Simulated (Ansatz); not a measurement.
The starting structures come from a database of crystals and need not be the phases stable at ambient conditions.

# Evanescent states of YHSe (P-6m2, not sure to be the ambient phase, 3 atoms a cell, 16.7 Å³ an atom) along the normal of (110)

Computed with r2SCAN (plane waves, PAW; Ansatz, a first-principles code).

The gap is the functional's own, uncorrected, and κ follows it; spin-orbit coupling is left out. Mid-gap values are interpolated between the computed energies.

Energies count from the valence-band top; κ is the least over a 8×6 mesh across the current.

```json
[
 {"E (eV)": "0.06", "κ (1/Å)": "0.049", "where": "off Γ"},
 {"E (eV)": "0.17", "κ (1/Å)": "0.083", "where": "off Γ"},
 {"E (eV)": "0.28", "κ (1/Å)": "0.104", "where": "off Γ"},
 {"E (eV)": "0.39", "κ (1/Å)": "0.119", "where": "off Γ"},
 {"E (eV)": "0.49", "κ (1/Å)": "0.130", "where": "off Γ"},
 {"E (eV)": "0.60", "κ (1/Å)": "0.139", "where": "off Γ"},
 {"E (eV)": "0.71", "κ (1/Å)": "0.146", "where": "off Γ"},
 {"E (eV)": "0.82", "κ (1/Å)": "0.151", "where": "off Γ"},
 {"E (eV)": "0.94", "κ (1/Å)": "0.154", "where": "off Γ"},
 {"E (eV)": "1.04", "κ (1/Å)": "0.156", "where": "off Γ"},
 {"E (eV)": "1.16", "κ (1/Å)": "0.156", "where": "off Γ"},
 {"E (eV)": "1.26", "κ (1/Å)": "0.155", "where": "off Γ"},
 {"E (eV)": "1.38", "κ (1/Å)": "0.153", "where": "off Γ"},
 {"E (eV)": "1.49", "κ (1/Å)": "0.149", "where": "off Γ"},
 {"E (eV)": "1.59", "κ (1/Å)": "0.144", "where": "off Γ"},
 {"E (eV)": "1.71", "κ (1/Å)": "0.133", "where": "Γ"},
 {"E (eV)": "1.81", "κ (1/Å)": "0.112", "where": "Γ"},
 {"E (eV)": "1.93", "κ (1/Å)": "0.084", "where": "Γ"},
 {"E (eV)": "2.04", "κ (1/Å)": "0.034", "where": "Γ"}
]
```

Question: How thick must the barrier be to attenuate the transmission by 10^4 when the electrodes' Fermi level lies at 0.17 eV, and what attenuation does that film give at 0.06 eV?

Answer: d = 4 ln 10 / (2 × 0.083) = 55.5 Å. At 0.06 eV it gives 4 × 0.049/0.083 = 2.4 decades.
